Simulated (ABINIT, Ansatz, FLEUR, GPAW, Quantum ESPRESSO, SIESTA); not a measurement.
# TiNbC2 (R-3m, 4 atoms in the cell) computed with different codes at matched settings

Self-consistent single point.

```
CELL_PARAMETERS angstrom
      1.56522     0.90368     5.09669
     -1.56522     0.90368     5.09669
      0.00000    -1.80736     5.09669
ATOMIC_POSITIONS crystal
  Ti 0.50000 0.50000 0.50000
  Nb 0.00000 0.00000 0.00000
  C  0.75243 0.75243 0.75243
  C  0.24757 0.24757 0.24757
```

All programs got the same cell, k-point mesh and kind of occupations (in Ansatz's words: kpoints.mp_grid.grid = 8 8 8; scf.occupations.method = gaussian; scf.occupations.width = 0.0037 Ry); potentials, basis and cutoffs are each program's usual ones.

```csv
code,model,pressure (GPa),largest force (eV/Å),k-points,cutoff
FLEUR,"PBEsol, all-electron FLAPW (FLEUR), scalar-relativistic valence",–,0.201,65,Kmax 4.3 1/bohr
ABINIT,"PBEsol, norm-conserving pseudopotentials (PseudoDojo nc-sr-04 PBEsol standard)",-8.84,0.191,65,42 Ha
Ansatz,"PBEsol, PAW files made with PBE",-9.29,0.202,65,30.9 Ry
SIESTA,"GGA PBEsol, numerical atomic orbitals TZP, PseudoDojo PBEsol standard norm-conserving potentials (rewritten from UPF to PSML)",-8.41,0.015,296,grid 350 Ry
GPAW,"PBEsol, GPAW PAW datasets PBEsol (made by gpaw-setup)",–,0.295,65,900 eV
Quantum ESPRESSO,"PBEsol, SSSP 1.1.2 efficiency (PBE) pseudopotentials",-9.00,0.177,65,50 Ry
```

A dash marks a value that a program does not give, or that is left out as unsure.

The spread over the programs that give each value: pressure within 0.88 GPa; largest force within 0.280 eV/Å.

The starting cell comes from a database of computed structures (which also holds hypothetical and non-ambient phases and stackings), without a prior relaxation at this level. On Ansatz's run: Spin polarisation is off. In the base run, with a pressure of about -9 GPa the cell is away from its equilibrium volume at this level.

Problem. Why do the programs differ, and what cannot be compared?

Solution. Differences of this kind can come from the potentials, where these differ, and from what each basis and cutoff leave unconverged. The zero of total energies and Fermi levels follows the potentials and each program's conventions, so they are not compared here. SIESTA uses small atom-centred bases, whose incompleteness enters pressures, forces and empty levels differently from a plane-wave cutoff. FLEUR treats all electrons, but the usual bases taken here (sphere radii, linearisation, local orbitals, empty states) were not tested for convergence, so the values are no reference for the others. Ansatz's pressure is given at a fixed set of plane waves, as the other plane-wave codes print theirs; with its correction for the finite basis it is -9.12 GPa. Ansatz's smearing width was typed in Ry to four decimals, so it matches the others to a few per cent. The pressure of GPAW is left out: its cutoff lies under the one at which its stress was checked. The programs reduce the same mesh by symmetry to different extents, which changes the work and not the result. In the force vectors, SIESTA (by 0.181) and GPAW (by 0.099) lie more than 0.08 eV/Å from the median of the plane-wave programs.

Left out of this page: Elk (not drawn, or without a comparable value).

Ansatz is an electronic-structure program.

Keys are those of Ansatz 0.2.
